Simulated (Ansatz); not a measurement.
The cell is built on a prototype and need not be the phase stable at ambient conditions.

By PBEsol, the system below comes out a metal.

The ballistic (Sharvin) conductance counts the channels at the Fermi level: G/A = (e²/h) × channels of both spins per area.

Given:

```xyz
2
Lattice="4.5537 0.0000 0.0000 -2.2769 3.9436 0.0000 2.2769 1.3145 3.7181" Properties=species:S:1:pos:R:3 pbc="T T T"
Hf     2.2769     1.3145     0.9295
Hf     0.0000     2.6291     1.8590
```

Space group of this cell: Fd-3m, diamond. The cell was relaxed by PBE-D3(BJ); by PBEsol its mean pressure is -0.9 GPa.

The current flows along the normal of the first two printed cell vectors. No spin-orbit coupling; the value is a mean over 0.1 eV about the Fermi level.

Task: Estimate the ballistic conductance per area that PBEsol (Ansatz, a first-principles code) returns for this system.

Result: 0.90 × 10¹⁵ S/m² for both spins.
